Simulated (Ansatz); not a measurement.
The cell is made up: elements placed on another compound's structure type, so the phase may be hypothetical.

Inside the gap of an insulator the Bloch states are evanescent, with a wavenumber k + iκ along the transport direction.

Data:

```yaml
crystal:
  lattice:
    - [5.85929, 0.00000, 0.00000]
    - [0.00000, 5.85487, 0.00000]
    - [2.92965, 2.92743, 4.04800]
  atoms:
    - { symbol: La, position: [0.25000, 0.02083, 0.00000] }
    - { symbol: La, position: [0.75000, 0.47917, 0.00000] }
    - { symbol: Hf, position: [0.48450, 0.75000, 0.50000] }
    - { symbol: Hf, position: [0.01550, 0.25000, 0.50000] }
    - { symbol: N, position: [0.31307, 0.06307, 0.37386] }
    - { symbol: N, position: [0.18693, 0.43693, 0.62614] }
    - { symbol: O, position: [0.25000, 0.60722, 0.00000] }
    - { symbol: O, position: [0.75000, 0.89278, 0.00000] }
    - { symbol: O, position: [0.80699, 0.05699, 0.38601] }
    - { symbol: O, position: [0.69301, 0.44301, 0.61399] }
```

Space group of this cell: I2_12_12_1. The cell was relaxed by PBE-D3(BJ).

Transport runs along the normal of the first two printed cell vectors.

The gap is the functional's own. No spin-orbit coupling. Mid-gap values are interpolated on the energy grid.

Problem. Give the band gap and the smallest decay constant κ at mid-gap that Ansatz (a quantum-chemistry and plane-wave program) with r2SCAN yields.

Solution. Gap 2.89 eV on a 8×8×8 mesh; κ = 0.329 1/Å, at the zone centre.
